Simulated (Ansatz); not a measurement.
## Competing hops of O vacancy in monoclinic HfO2 strained by -1.5 % along x and y, z held, neutral cell

Consider O vacancy in monoclinic HfO2 strained by -1.5 % along x and y, z held, neutral cell. Level of theory: PBE, PAW (plane waves to 420 eV; Ansatz, a program for electronic structure).

96-site cell at the strained lattice (strain from the relaxed PBE one, atoms relaxed), the Γ point alone, smearing 0.01 eV, spin-restricted, no finite-size correction. Static, classical nuclei. Spin-orbit coupling is left out. The charge state is imposed; whether it is stable for some Fermi level was not computed. Forms of the defect that were not tried may lie lower.

Barriers: single points on a 2×2×2 k-point mesh shifted by half a step at the bands' geometries (they differ from the bands' own by up to 0.14 eV, and are uncertain by about as much).

```json
[
 {"Route": "a nearby O atom hops onto the vacant site", "Start site over the lowest site run (eV)": "0.10", "Hop (Å)": "2.69", "Forward barrier (eV)": "1.74", "Backward barrier (eV)": "1.74", "Neighbours at the start": "Hf at 2.04, Hf at 2.06, Hf at 2.12; O at 2.53, O at 2.55 Å", "Neighbours at the saddle": "Hf at 1.97, Hf at 2.18, Hf at 2.36 Å", "Saddle order": "not checked", "Forward, on the band's own sampling (eV)": "1.69"},
 {"Route": "a nearby O atom hops onto the vacant site", "Start site over the lowest site run (eV)": "0.00", "Hop (Å)": "2.42", "Forward barrier (eV)": "2.54", "Backward barrier (eV)": "2.54", "Neighbours at the start": "Hf at 2.10, Hf at 2.18, Hf at 2.19, Hf at 2.28; O at 2.51, O at 2.67, O at 2.68 Å", "Neighbours at the saddle": "2 Hf at 1.97 Å", "Saddle order": "not checked, on a symmetry element", "Forward, on the band's own sampling (eV)": "2.41"},
 {"Route": "a nearby O atom hops onto the vacant site", "Start site over the lowest site run (eV)": "0.10", "Hop (Å)": "2.44", "Forward barrier (eV)": "2.48", "Backward barrier (eV)": "2.58", "Neighbours at the start": "Hf at 2.12, Hf at 2.16, Hf at 2.18, Hf at 2.26; O at 2.54, O at 2.66, 2 O at 2.69 Å", "Neighbours at the saddle": "2 Hf at 1.97, Hf at 2.37; O at 2.45 Å", "Saddle order": "not checked", "Forward, on the band's own sampling (eV)": "2.42"}
]
```

Paths come from nudged elastic bands with a climbing image. Of the routes that converged and passed our checks, the lowest saddle point lies 1.84 eV above the lowest of the sites run (a nearby O atom hops onto the vacant site); other sites, such as split forms, and other routes may lie lower. A band can be held on a symmetry element, so unchecked saddle points there may be too high. A further band (a nearby O atom hops onto the vacant site, 2.47 Å) gave 3.36 eV forward on its own sampling, 3.46 eV above the lowest site run, but at one of its points the charge lies in the host's bands or the defect's levels are part-filled, so it is not taken as a result.

The whole set of runs took about 13 core-hours (a rough figure).
